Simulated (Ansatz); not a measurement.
The starting structures come from a database of crystals and need not be the phases stable at ambient conditions.

 Where the default PAW files enter, the runs use the earlier of Ansatz's two default sets.

Given:

```xyz
12
Lattice="5.0747 0.0000 0.0000 0.0000 5.2834 0.0000 0.0000 0.0000 5.1011" Properties=species:S:1:pos:R:3 pbc="T T T"
Zr     1.3522     0.1599     3.8210
Zr     3.7225     5.1235     1.2705
Zr     1.3522     2.4818     1.2705
Zr     3.7225     2.8016     3.8210
O      2.7236     1.2145     2.5548
O      2.3511     4.0689     0.0043
O      2.7236     1.4272     0.0043
O      2.3511     3.8562     2.5548
O      0.3418     1.9286     3.0918
O      4.7328     3.3548     0.5413
O      0.3418     0.7131     0.5413
O      4.7328     4.5703     3.0918
```

Space group of this cell: Pca2_1. The cell is taken as given.

Level of theory: r2SCAN (plane waves, PAW; Ansatz, an electronic-structure program).

The current runs along the normal of the first two printed vectors; no spin-orbit coupling. Scaled by the factor s: both lengths across the current (ions clamped). Meshes 6×6×6 and 6×6 across the current in all rows.

```
s     mean pressure (GPa)  band gap (eV)
----  -------------------  -------------
0.98                 10.9              ?
1.00                 -0.2           4.40
1.02                 -9.4           4.23
```

Question: Take the slope of the band gap against ln s from the two given rows, extrapolate to s = 0.98, and say what the run there gives.

Answer: Slope = (4.23 − 4.40) / ln 1.02 = -8.58 eV. The line gives 4.40 + (-8.58) × ln 0.98 = 4.57 eV. The run gives 4.54 eV, 0.03 eV under the line, 19 % of the predicted step.
